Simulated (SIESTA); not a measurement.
# A self-consistent single point of CaMg6Ga (Amm2, 8 atoms in the cell) with SIESTA

Method of the run: GGA PBEsol, numerical atomic orbitals DZP, PseudoDojo PBEsol standard norm-conserving potentials (rewritten from UPF to PSML) (SIESTA).

Input as run:

```
# files in the folder: Ca.psml Mg.psml Ga.psml (PseudoDojo PBEsol standard)
SystemName  CaMg6Ga
SystemLabel CaMg6Ga

NumberOfAtoms                8
NumberOfSpecies              3
%block ChemicalSpeciesLabel
  1 20 Ca
  2 12 Mg
  3 31 Ga
%endblock ChemicalSpeciesLabel
LatticeConstant              1.0 Bohr
%block LatticeVectors
     9.736700474    0.000000000    0.000000000
     0.000000000    6.013486474   10.967923184
     0.000000000   -6.013486474   10.967923184
%endblock LatticeVectors
AtomicCoordinatesFormat      Fractional
%block AtomicCoordinatesAndAtomicSpecies
     0.500000000    0.171610000    0.171610000  1
     0.500000000    0.668230000    0.171810000  2
     0.500000000    0.171810000    0.668230000  2
     0.000000000    0.821660000    0.341180000  2
     0.000000000    0.341180000    0.821660000  2
     0.000000000    0.339520000    0.339520000  2
     0.000000000    0.827110000    0.827110000  2
     0.500000000    0.658890000    0.658890000  3
%endblock AtomicCoordinatesAndAtomicSpecies

XC.functional                GGA
XC.authors                   PBEsol
PAO.BasisSize                DZP
PAO.EnergyShift              0.01 Ry
MeshCutoff                   350 Ry
%block kgrid.MonkhorstPack
    5   0   0  0.0
    0   4   0  0.0
    0   0   4  0.0
%endblock kgrid.MonkhorstPack
OccupationFunction           FD
ElectronicTemperature        0.1 eV

MaxSCFIterations             150
SCF.Mixer.Method             Pulay
SCF.Mixer.Weight             0.25
SCF.Mixer.History            6
SCF.DM.Tolerance             1.0E-04
Diag.ParallelOverK           true
WriteForces                  true
```

Log, with long lists cut:

```
reinit: Reading from file input.fdf

reinit: System Name: CaMg6Ga
reinit: System Label: CaMg6Ga

coor:   Atomic-coordinates input format  =     Fractional

siesta: Atomic coordinates (Bohr) and species
siesta:      4.86835   0.00000   3.76441  1        1
siesta:      4.86835   2.98521   9.21349  2        2
siesta:      4.86835  -2.98521   9.21349  2        3
siesta:      0.00000   2.88936  12.75394  2        4
siesta:      0.00000  -2.88936  12.75394  2        5
siesta:      0.00000   0.00000   7.44766  2        6
siesta:      0.00000   0.00000  18.14336  2        7
siesta:      4.86835   0.00000  14.45331  3        8

siesta: System type = bulk

initatomlists: Number of atoms, orbitals, and projectors:      8    81    84

siesta: ******************** Simulation parameters ****************************
redata: Spin configuration                          = none
redata: Time-Reversal Symmetry                      = T
redata: Number of Atomic Species                    =        3
redata: Mesh Cutoff                                 =   350.0000 Ry
redata: Net charge of the system                    =     0.0000 |e|
redata: Min. number of SCF Iter                     =        0
redata: Max. number of SCF Iter                     =      150
redata: SCF convergence failure will abort job
redata: SCF mix quantity                            = Hamiltonian
redata: Mix DM or H after convergence               =   F
redata: Recompute H after scf cycle                 =   F
redata: Mix DM in first SCF step                    =   T
redata: No kicks to SCF
redata: DM Mixing Weight for Kicks                  =     0.5000
redata: Require Harris convergence for SCF          =   F
redata: Harris energy tolerance for SCF             =     0.000100 eV
redata: Require DM convergence for SCF              =   T
redata: DM tolerance for SCF                        =     0.000100
redata: Require EDM convergence for SCF             =   F
redata: EDM tolerance for SCF                       =     0.001000 eV
redata: Require H convergence for SCF               =   T
redata: Hamiltonian tolerance for SCF               =     0.001000 eV
redata: Require (free) Energy convergence for SCF   =   F
redata: (free) Energy tolerance for SCF             =     0.000100 eV
redata: Using DFT-D3 dispersion                     =   F
redata: Using Saved Data (generic)                  =   F
redata: Method of Calculation                       = Diagonalization
redata: Electronic Temperature                      =  1160.4518 K
redata: Number of TDED substeps                     =        3
redata: Dynamics option                             = Single-point calculation
redata: Save all siesta data in one NC              =   F
redata: ***********************************************************************

%block SCF.Mixers
  Pulay
%endblock SCF.Mixers

%block SCF.Mixer.Pulay
  # Mixing method
  method pulay
  variant stable

  # Mixing options
  weight 0.2500
  weight.linear 0.2500
  history 6
%endblock SCF.Mixer.Pulay

DM_history_depth set to one: no extrapolation allowed by default for geometry relaxation
Size of DM history Fstack: 1
Total number of electrons:    83.000000
Total ionic charge:    83.000000

* ProcessorY, Blocksize:    1  64

* Orbital distribution balance (max,min):    81    81

k-point displ. along   2 input, could be:     0.00    0.50
k-point displ. along   3 input, could be:     0.00    0.50
 Kpoints in:           48 . Kpoints trimmed:           44

siesta: k-grid: Number of k-points = 44
siesta: k-points from Monkhorst-Pack grid
siesta: k-cutoff (effective) =    12.729 Ang
siesta: k-point supercell and displacements
siesta: k-grid:     5     0     0      0.000
siesta: k-grid:     0     4     0      0.000
siesta: k-grid:     0     0     4      0.000

diag: Algorithm                                     = D&C
diag: Parallel over k                               =   F
diag: Use parallel 2D distribution                  =   F
diag: Parallel block-size                           = 64
diag: Parallel distribution                         =     1 x     1
diag: Used triangular part                          = Lower
diag: Absolute tolerance                            =  0.100E-15
diag: Orthogonalization factor                      =  0.100E-05
diag: Memory factor                                 =  1.0000

superc: Internal auxiliary supercell:     5 x     5 x     5  =     125
superc: Number of atoms, orbitals, and projectors:   1000  10125  10500

                        Single-point calculation

superc: Internal auxiliary supercell:     5 x     5 x     5  =     125
superc: Number of atoms, orbitals, and projectors:   1000  10125  10500

outcell: Unit cell vectors (Ang):
        5.152440    0.000000    0.000000
        0.000000    3.182200    5.803975
        0.000000   -3.182200    5.803975

outcell: Cell vector modules (Ang)   :    5.152440    6.619103    6.619103
outcell: Cell angles (23,13,12) (deg):     57.4701     90.0000     90.0000
outcell: Cell volume (Ang**3)        :    190.3250
new_DM -- step:     1
Initializing Density Matrix...

Attempting to read DM from file... Failed...
DM filled with atomic data:

InitMesh: MESH = 64 x 72 x 72 = 331776
InitMesh: Mesh cutoff (required, used) =   350.000   425.320 Ry

stepf: Fermi-Dirac step function

        iscf     Eharris(eV)        E_KS(eV)     FreeEng(eV)     dDmax    Ef(eV) dHmax(eV)
   scf:    1   -12786.518468   -12803.421687   -12803.517964  1.631575 -3.079724  4.042949
   scf:    2   -12803.979770   -12803.744404   -12803.838213  0.065870 -3.103457  2.708437
   scf:    3   -12803.976829   -12803.870027   -12803.962990  0.067172 -3.135027  1.030229
   scf:    4   -12803.912254   -12803.893553   -12803.986585  0.044169 -3.159804  0.078446
   scf:    5   -12803.894526   -12803.894158   -12803.987145  0.004544 -3.162227  0.048791
   scf:    6   -12803.894214   -12803.894193   -12803.987201  0.002928 -3.162651  0.007544
   scf:    7   -12803.894167   -12803.894181   -12803.987205  0.000538 -3.162912  0.003904
   scf:    8   -12803.894177   -12803.894179   -12803.987205  0.000133 -3.162907  0.001216
   scf:    9   -12803.894177   -12803.894178   -12803.987205  0.000032 -3.162922  0.000531

SCF Convergence by DM+H criterion
max |DM_out - DM_in|         :     0.0000320673
max |H_out - H_in|      (eV) :     0.0005310741
SCF cycle converged after 9 iterations

Using DM_out to compute the final energy and forces

siesta: E_KS(eV) =           -12803.8942

siesta: E_KS - E_eggbox =    -12803.8942

siesta: Atomic forces (eV/Ang):
     1    0.000000    0.000000    0.027224
     2    0.000000    0.095818    0.001046
     3    0.000000   -0.095818    0.001046
     4   -0.000000   -0.089421   -0.190600
     5   -0.000000    0.089421   -0.190600
     6    0.000000    0.000000    0.225338
     7   -0.000000   -0.000000    0.027168
     8    0.000000   -0.000000    0.105038
   Tot   -0.000000    0.000000    0.005660
   Max    0.225338
   Res    0.084238    sqrt( Sum f_i^2 / 3N )
   Max    0.225338    constrained

Stress tensor Voigt[x,y,z,yz,xz,xy] (kbar):      -34.10      -17.89       -8.50       -0.00       -0.00        0.00
(Free)E + p*V (eV/cell)   -12801.5919
Target enthalpy (eV/cell)   -12803.9872

siesta: Program's energy decomposition (eV):
siesta: Ebs     =     -3166.538773
siesta: Eions   =     15722.095264
siesta: Ena     =      1189.276091
siesta: Ekin    =      7567.698699
siesta: Enl     =     -3890.469423
siesta: Eso     =         0.000000
siesta: Edftu   =         0.000000
siesta: DEna    =        76.415916
siesta: DUscf   =         2.122973
siesta: DUext   =         0.000000
siesta: Ex      =     -1902.031620
siesta: Ec      =      -124.811550
siesta: Exc     =     -2026.843170
siesta: Eharris =    -12803.894177
siesta: Etot    =    -12803.894178
siesta: FreeEng =    -12803.987205

siesta: Atomic forces (eV/Ang):
siesta:      1    0.000000    0.000000    0.027224
siesta:      2    0.000000    0.095818    0.001046
siesta:      3    0.000000   -0.095818    0.001046
siesta:      4   -0.000000   -0.089421   -0.190600
siesta:      5   -0.000000    0.089421   -0.190600
siesta:      6    0.000000    0.000000    0.225338
siesta:      7   -0.000000   -0.000000    0.027168
siesta:      8    0.000000   -0.000000    0.105038
siesta: ----------------------------------------
siesta:    Tot   -0.000000    0.000000    0.005660

siesta: Stress tensor (static) (eV/Ang**3):
siesta:    -0.021282   -0.000000    0.000000
siesta:     0.000000   -0.011168   -0.000000
siesta:    -0.000000   -0.000000   -0.005305

siesta: Cell volume =        190.325046 Ang**3

siesta: Pressure (static):
siesta:                Solid            Molecule  Units
siesta:           0.00013707          0.00014774  Ry/Bohr**3
siesta:           0.01258515          0.01356521  eV/Ang**3
siesta:          20.16363133         21.73386878  kBar
```

The run converged in 9 iterations.

The starting cell comes from a database of computed structures (which also holds hypothetical and non-ambient phases and stackings), without a prior relaxation at this level. Values carry the incompleteness of an atom-centred basis.
